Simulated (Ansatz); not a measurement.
This concerns the reaction energy. Reaction: Hf (hcp) + O2 (gas) → HfO2 (P4₂/nmc). Negative: the products are lower in energy.

HfO2 (P4₂/nmc), 96 atoms in the cell, the relaxed perfect crystal repeated, atoms not moved again, k-point mesh 2×2×2 on the run's own vectors.

Hf (hcp, P6₃/mmc), 2 atoms in the cell, k-point mesh 24×24×12 on the run's own vectors. Conventional cell: a = 3.204 Å, b = 3.204 Å, c = 5.072 Å, α = 90.00°, β = 90.00°, γ = 120.00°.

An isolated O2 molecule (triplet) in a box of 11 × 11 × 13 Å.

Computed with Ansatz (plane waves, PAW), its PAW set soft_1, cutoff 420 eV. The structures are at rest with PBE. Neutral cells; Fermi-Dirac smearing of at most 0.10 eV in the solids, energies taken to zero width. A dispersion term (D3(BJ), or D4 for r2SCAN) was computed beside these levels and is taken off wherever the name lacks it. Space groups of crystals are read within 0.01 Å. Static lattices, no vibrational contributions. Cells are local rest points, mostly with their start's symmetry. Spin-orbit coupling is left out.

**Question.** What value does PBE give?

**Answer.** -10.21 eV, for Hf (hcp) + O2 (gas) → HfO2 (P4₂/nmc).

Ansatz is a quantum-chemistry and plane-wave program.
